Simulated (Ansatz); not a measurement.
Element substitutions in Rb3InCl6

Base system: Rb$_{3}$InCl$_{6}$ (space group Fm-3m, No. 225; a = 11.128 Å; a cell from a computed database, its experimental status unchecked).

Each row replaces one element on all its sites; cell and atoms are relaxed.

Computed with Ansatz (a program for electronic structure), r2SCAN, PAW, cutoff 500 eV, spin-orbit coupling left out.

```json
[
 {"variant": "base", "electron mass": "0.50 mₑ (at Γ)", "volume per atom": "34.45 Å³", "width of the top valence band": "0.15 eV"},
 {"variant": "Rb → Li", "electron mass": "…", "volume per atom": "…", "width of the top valence band": "…"},
 {"variant": "Cl → I", "electron mass": "0.38 mₑ (at Γ)", "volume per atom": "50.74 Å³", "width of the top valence band": "0.22 eV"},
 {"variant": "Cl → F", "electron mass": "0.51 mₑ (at Γ)", "volume per atom": "20.49 Å³", "width of the top valence band": "0.31 eV"}
]
```

Task: Some entries are withheld; estimate them.

Result: 
- Rb → Li, electron mass: 0.55 mₑ (at Γ)
- Rb → Li, volume per atom: 24.67 Å³
- Rb → Li, width of the top valence band: 0.35 eV

With I present, leaving out spin-orbit coupling can change the band edges. The levels and masses belong to the bands next to the band gap. Masses are band curvatures over ±0.01 Å⁻¹ around the edge. No phonon test of stability was made. For Li3InCl6, Rb3InI6 and Rb3InF6 in this form, whether it has been made was not checked.
